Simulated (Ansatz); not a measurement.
Output of an Ansatz run (abridged):

```
WARN ansatz: RAYON_NUM_THREADS=1 ignored (pool sized by the plan → 1); use --threads N
Pseudopotentials: kind: paw
Pseudopotential: Ag, paw, valence charge 19
Crystal: 1 atoms, lattice volume = 17.362 Å³
Basis set: ecut = 420 eV, 331 PW (Γ), exchange–correlation on 40×40×40 points (8 copies of the dense FFT grid, shifted against one another)
Bands: 14, of which v1, the nominal top of the filled ones, is band 10 counted from 1 (9 counted from 0)
Symmetry: 48 space group operations
Space group: Fm-3m (ITA 225), of the structure as read, at distance tolerance 2.6e-5 Å
k-points: 104 of 2744
Initial density: superposition of atomic densities (neutral atoms: chi_scale 0, normalization atom), corrected by the library's trained network
Initial wavefunctions: pseudopotential atomic-orbital guess
Eigensolver: davidson
Functional: x = pbe(κ = 0.804, μ = 0.2195149727645171), c = pbe(β = 0.06672455060314922)
SCF iter   1: F=—  HF=-7590.553594 eV  |F-HF|=—  |Δ(HF+E_count)|=         —  Δρ=8.03e-4  dr2=1.50e-5  ethr=1.77e-3  ⟨swp⟩=4.6  Hψ=7221  notcnv=0
all-band conjugate gradients solve this SCF's bands
preconditioner: auto → none
SCF iter   2: F=—  HF=-7590.553785 eV  |F-HF|=—  |Δ(HF+E_count)|=   1.91e-4  Δρ=4.56e-4  dr2=5.56e-6  ethr=7.88e-8  ⟨swp⟩=2.1  Hψ=3305  notcnv=0
SCF iter   3: F=—  HF=-7590.553828 eV  |F-HF|=—  |Δ(HF+E_count)|=   4.33e-5  Δρ=2.51e-4  dr2=9.67e-6  ethr=2.93e-8  ⟨swp⟩=2.0  Hψ=2447  notcnv=0
SCF iter   4: F=—  HF=-7590.553826 eV  |F-HF|=—  |Δ(HF+E_count)|=   2.60e-6  Δρ=6.39e-5  dr2=5.89e-7  ethr=2.93e-8  ⟨swp⟩=2.1  Hψ=1999  notcnv=0
iter 5 did not close the SCF: its close was put off for the readings that it lacked (scf_convergence_deferred on its scf_iter line)
SCF iter   5: F=-7590.553826 eV  HF=-7590.553826 eV  |F-HF|=3.06e-9  |Δ(HF+E_count)|=   8.95e-8  Δρ=1.14e-5  dr2=1.39e-8  ethr=3.10e-9  ⟨swp⟩=2.0  Hψ=2002  notcnv=0
SCF iter   6: F=-7590.553826 eV  HF=-7590.553826 eV  |F-HF|=3.04e-9  |Δ(HF+E_count)|=   4.70e-9  Δρ=4.83e-6  dr2=4.01e-9  ethr=7.30e-11  ⟨swp⟩=2.3  Hψ=4398  notcnv=0
SCF 1 converged in 6 iterations: F = -7590.553826 eV  dr2 = 4.01e-9
SCF converged after 6 iterations
Free energy (F): -7590.553826 eV
Harris-Foulkes:  -7590.553826 eV  (|F-HF|=3.04e-9)
Internal energy: -7590.544499 eV  (E = F + TS)
E sigma→0 (E₀):  -7590.549162 eV
Entropy (-TS):   -0.009326 eV (-9.326 meV/atom)
Fermi energy:    16.904623 eV
--- Per-component energies (eV) ---
  E_band       = -240.786137
  E_kinetic    = 527.323797
  E_local      = -2221.955069  (includes V_loc(G=0)·N_el)
  E_nonlocal   = 79.937653
  E_hartree    = 1010.143700
  E_xc         = -184.940596
  E_vxc        = -235.000796  (∫ρ·V_xc dr)
  E_paw        = -3901.936186  (= ΣΔE_a)
  E_vpaw       = -411.383482  (= ΣTr[D̂ρ^β])
  E_aug_tail   = 0.000331  (compensation charges beyond the density's cutoff)
  E_ewald      = -2899.118129
  E_smearing   = -0.009326  (= −TS)
  E_closure    = 0.000000  (closes the sum)
  Σ components = -7590.553826   (vs F -7590.553826, Δ=0.00e0)
--- Forces (eV/Å), atoms counted from 1 ---
  atom   1  Ag    -0.00000000     0.00000000     0.00000000
  max |Σ_I F_I| component: 1.07e-31 eV/Å
--- Stress (GPa, compression-positive) ---
        2.715320       0.000000      -0.000000
        0.000000       2.715320       0.000000
       -0.000000       0.000000       2.715320
  P = ⅓ Tr σ = 2.7153 GPa (27.153 kbar)
  The stress holds the Pulay correction. Without it, at fixed plane waves, as pw.x and ABINIT print it: P = 2.6486 GPa
--- Band table (eV; the first three rows and the last of 104) ---
  k-point 0: bands = ["-74.9602", "-38.3574", "-38.3574", "-38.3574", "9.3077", "12.2364", "12.2364", "12.2364", "13.2424", "13.2424", "32.8075", "36.2843", "36.2843", "36.2843"]
  k-point 1: bands = ["-74.9595", "-38.3650", "-38.3585", "-38.3585", "9.4648", "12.2015", "12.2790", "12.2790", "13.2266", "13.2266", "32.8165", "35.0580", "36.3459", "36.3459"]
  k-point 2: bands = ["-74.9573", "-38.3862", "-38.3617", "-38.3617", "9.9045", "12.1399", "12.3771", "12.3771", "13.2088", "13.2088", "31.8453", "33.7597", "36.4687", "36.4687"]
  k-point 103: bands = ["-74.9393", "-38.4690", "-38.4498", "-38.4169", "11.3269", "11.6628", "12.3210", "13.3021", "14.2196", "21.9819", "23.7209", "23.7905", "25.1508", "38.1533"]
```

The structure:

```xyz
1
Lattice="0.0000 2.0552 2.0552 2.0552 0.0000 2.0552 2.0552 2.0552 0.0000" Properties=species:S:1:pos:R:3 pbc="T T T"
Ag     0.0000     0.0000     0.0000
```

Q: Write an input that gives this output.

A: Other spellings and defaults could give the same log, and not every line can be read from it. The input that was run (DFT, PBE, plane waves, default PAW files):

Ansatz 0.2 input:
```yaml
crystal:
  lattice:
    - [0.000000, 2.055225, 2.055225]
    - [2.055225, 0.000000, 2.055225]
    - [2.055225, 2.055225, 0.000000]
  atoms:
    - { symbol: Ag, position: [0.000000, 0.000000, 0.000000] }
basis:
  ecutwfc: 420.0
kpoints:
  mp_grid: { grid: [14, 14, 14] }
hamiltonian:
  xc: pbe
  pseudopotentials: { kind: paw }
scf:
  occupations: { method: fermi_dirac, width: 0.1 }
output:
  forces: true
  eigenvalues: true
  stress: true
```

The starting cell has typed, rounded lattice constants, without a prior relaxation at this level. Its lattice was rescaled by up to half a per cent. Ansatz's pressure includes its estimate of the finite-basis (Pulay) stress.

Ansatz is a first-principles code.
